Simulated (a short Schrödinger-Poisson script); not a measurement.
## MOS inversion layer, SiO2 on p-type GaAs

Structure: MOS inversion layer, SiO2 on p-type GaAs, at 400 K.

| layer | material | thickness (nm) | Na (cm⁻³) |
|---|---|---|---|
| 1 | SiO2 | 3.6 | - |
| 2 | GaAs | 910 | 6e17 |

The device is made up for the run: typed textbook-type constants, with dimensions and the other settings drawn at random. SiO2: permittivity 3.9, conduction-band edge (eV) 3.17, gap (eV) 9, electron mass (mₑ) 0.5. GaAs: permittivity 12.9, conduction-band edge (eV) 0, gap (eV) 1.424, Nv at 300 K (cm⁻³) 9e18.

Channel valleys (confinement mass, in-plane density-of-states mass, number): Γ 0.067, 0.067, 1. At the gate the conduction-band edge of layer 1 lies 3.25 eV − eVg above the Fermi level of the channel; the field vanishes at the back. Gaps are held at their typed values at every temperature. Mesh 0.03 nm at interfaces.

From a short Schrödinger-Poisson script (our own, NumPy): 1D Poisson equation in equilibrium, electrons quantum, Hartree (BenDaniel-Duke, 12 states a valley, the channel's in-plane mass for all, wave functions ending at the dielectric), parabolic valleys, classical holes, full ionisation, no traps, pinning or gate leakage.

| Vg (V) | electrons (cm⁻²) | C (μF/cm²) | Γ E0 (meV) | Γ E1 (meV) |
|---|---|---|---|---|
| 0.45 | 1.46e7 | 0.179 | 382.9 | 547.7 |
| 0.6 | 3.97e8 | 0.173 | 269.0 | 440.6 |
| 0.75 | 1.07e10 | 0.194 | 155.0 | 333.1 |
| 0.9 | 1.54e11 | 0.407 | 60.7 | 244.5 |
| 1.05 | 5.67e11 | 0.576 | 8.0 | 196.9 |
| 1.2 | 1.10e12 | 0.635 | -25.8 | 167.8 |
| 1.35 | 1.69e12 | 0.660 | -53.0 | 145.2 |
| 1.5 | 2.29e12 | 0.673 | -77.4 | 125.3 |
| 1.65 | 2.90e12 | 0.682 | -100.3 | 106.8 |
| 1.8 | 3.53e12 | 0.688 | -122.5 | 89.3 |
| 1.95 | 4.15e12 | 0.694 | -143.9 | 72.5 |
| 2.1 | 4.79e12 | 0.700 | -164.7 | 56.5 |
| 2.25 | 5.43e12 | 0.705 | -184.9 | 41.5 |
| 2.4 | 6.08e12 | 0.711 | -204.3 | 27.5 |
| 2.55 | 6.74e12 | 0.716 | -223.1 | 14.5 |
| 2.7 | 7.40e12 | 0.720 | -241.3 | 2.2 |

Gate voltages with under 1e6 electrons/cm² are left out.

Subbands count from the Fermi level.

Above a few 1e12 electrons/cm² a light Γ valley is non-parabolic and upper valleys begin to fill, which the model leaves out.
